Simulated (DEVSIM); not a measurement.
Structure: Schottky contact on n-type Si, at 300 K.

```
layer (left to right)  material  thickness (μm)  Nd (cm⁻³)   τn (s)   τp (s)
---------------------  --------  --------------  ---------  -------  -------
1                            Si            8.30     1.9e15  0.00014  0.00014
```

Left contact: Schottky, work function 4.5 eV, emission velocity 8.1e6 cm/s. Right contact: ohmic. Voltage is applied to the left contact. Recombination: SRH at mid-gap, radiative. Mobility is μmin + (μ − μmin)/(1 + (N/Nref)^α).

This is a model device: material constants are rounded textbook-type values typed into the input, and sizes, dopings and lifetimes were drawn at random. Values at 300 K.

| parameter | Si |
|---|---|
| gap (eV) | 1.124 |
| affinity (eV) | 4.05 |
| permittivity | 11.7 |
| Nc (cm⁻³) | 2.86e19 |
| Nv (cm⁻³) | 3.1e19 |
| μn (cm²/Vs) | 1417 |
| μp (cm²/Vs) | 470 |
| μn,min | 52 |
| μp,min | 45 |
| Nref,n | 9.7e16 |
| Nref,p | 2.2e17 |
| αn | 0.68 |
| αp | 0.72 |
| B (cm³/s) | 4.7e-15 |

DEVSIM, 1D drift-diffusion, Boltzmann statistics, complete ionisation; no tunnelling, impact ionisation, image-force lowering or self-heating. Metal contacts follow the ideal Schottky-Mott rule: no Fermi-level pinning, no interface dipoles.

**Question.** Tabulate band edges, carrier densities and field at 1.15 V on the left contact.

**Answer.** Energies count from the Fermi level of the right contact; mesh points crowd at the junctions.

| x (μm) | Ec (eV) | Ev (eV) | n (cm⁻³) | p (cm⁻³) | field (V/cm) |
|---|---|---|---|---|---|
| 0.000 | -0.700 | -1.824 | 3.7e14 | 1.4e8 | -1200 |
| 0.01359 | -0.701 | -1.825 | 5.1e14 | 1.3e8 | -940 |
| 0.03482 | -0.703 | -1.827 | 7.2e14 | 1.2e8 | -520 |
| 0.06799 | -0.704 | -1.828 | 1.0e15 | 1.0e8 | ≈ 0 |
| 0.1452 | -0.701 | -1.825 | 1.5e15 | 8.5e7 | 710 |
| 0.2405 | -0.692 | -1.816 | 1.8e15 | 7.9e7 | 1000 |
| 0.3894 | -0.676 | -1.800 | 1.9e15 | 7.7e7 | 1100 |
| 0.7360 | -0.635 | -1.759 | 1.9e15 | 7.6e7 | 1200 |
| 1.164 | -0.585 | -1.709 | 1.9e15 | 7.6e7 | 1200 |
| 1.832 | -0.507 | -1.631 | 1.9e15 | 7.6e7 | 1200 |
| 2.876 | -0.385 | -1.509 | 1.9e15 | 7.6e7 | 1200 |
| 5.052 | -0.131 | -1.255 | 1.9e15 | 7.6e7 | 1200 |
| 6.230 | 0.007 | -1.117 | 1.9e15 | 7.6e7 | 1200 |
| 6.984 | 0.095 | -1.029 | 1.9e15 | 7.6e7 | 1200 |
| 7.565 | 0.163 | -0.961 | 1.9e15 | 7.4e7 | 1200 |
| 7.838 | 0.195 | -0.929 | 1.9e15 | 6.7e7 | 1200 |
| 8.013 | 0.215 | -0.909 | 1.9e15 | 5.5e7 | 1200 |
| 8.125 | 0.228 | -0.896 | 1.9e15 | 4.2e7 | 1200 |
| 8.216 | 0.239 | -0.885 | 1.9e15 | 2.4e7 | 1200 |
| 8.255 | 0.243 | -0.881 | 1.9e15 | 1.4e7 | 1200 |
| 8.280 | 0.246 | -0.878 | 1.9e15 | 6700000 | 1200 |
| 8.300 | 0.249 | -0.875 | 1.9e15 | 61000 | 1200 |
